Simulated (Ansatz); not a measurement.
# Effect of pressure 7.5 GPa on SnO

Consider SnO (space group P4/nmm, No. 129; a = 3.770 Å, c = 4.560 Å; layered, stacked along the Cartesian z axis).

One thing is altered: a hydrostatic pressure of 7.5 GPa.

Computed with PBEsol-D3(BJ)/PAW in Ansatz (an electronic-structure program), spin-orbit coupling left out. Settings: 12×12×10 k-points, 0.05 eV Fermi–Dirac smearing.

```yaml
volume_per_atom: 14.54 Å³ (base 16.20 Å³)
density: 7.69 g/cm³ (base 6.90 g/cm³)
lattice_parameter_a: 6.964 bohr (base 7.124 bohr)
c/a ratio: 1.162 (base 1.209)
shortest_interatomic_distance: 4.117 bohr (base 4.179 bohr)
band_gap: zero (base zero)
```

Final structure:

```
SnO
1.0
    3.68536     0.00000     0.00000
    0.00000     3.68536     0.00000
    0.00000     0.00000     4.28193
Sn O
2 2
Direct
  0.50000   0.00000   0.72864
  0.00000   0.50000   0.27136
  0.50000   0.50000   0.00000
  0.00000   0.00000   0.00000
```

Cost of the whole job for the changed cell (relaxation, final SCF and bands): around 2.6 core-minutes (rough).

Load acts through the strain it causes; cell and atoms are relaxed under it. Stability against distortions was not tested. Competing high-pressure phases were not computed. The final runs are not spin-polarised. A zero or small gap of SnO can be the functional's error rather than a property of the material.
